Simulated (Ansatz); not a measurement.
The reference is HgS in the zinc blende structure (space group F-43m, No. 216; a = 5.876 Å). Axes: x, y, z lie along the cube axes.

The change: biaxial strain +0.29 %, plane normal [110], relaxed out of plane (Cartesian); in-plane vectors clamped, the third vector and the atoms free.

Levels (all Ansatz, a program for electronic structure, PAW): PBEsol (420 eV, no SOC); HSE06+SOC (420 eV, noncollinear with spin-orbit coupling).

The geometry is relaxed with PBEsol.

* **PBEsol band gap**: zero

Task: Predict the band gap and valence-band top at Γ from HSE06+SOC.

Result: The band gap goes from zero to 0.36 eV; the valence-band top at Γ (three highest Kramers pairs, from the VBM) amounts to 0.00, -0.05, -0.06 eV.

A biaxial case was relaxed in a doubled cell and then solved in the primitive one. Single points use the geometry relaxed with PBEsol. HSE06 gaps are upper bounds (no full band path). Differences between runs with and without spin-orbit coupling are approximate. Spin-orbit coupling, missing from the scalar runs, can matter with Hg. Stability against distortions was not tested. The runs without spin-orbit coupling are not spin-polarised. Gaps under 0.05 eV, about the width of the smearing, are given as zero. A zero or small gap of HgS can be the functional's error rather than a property of the material.
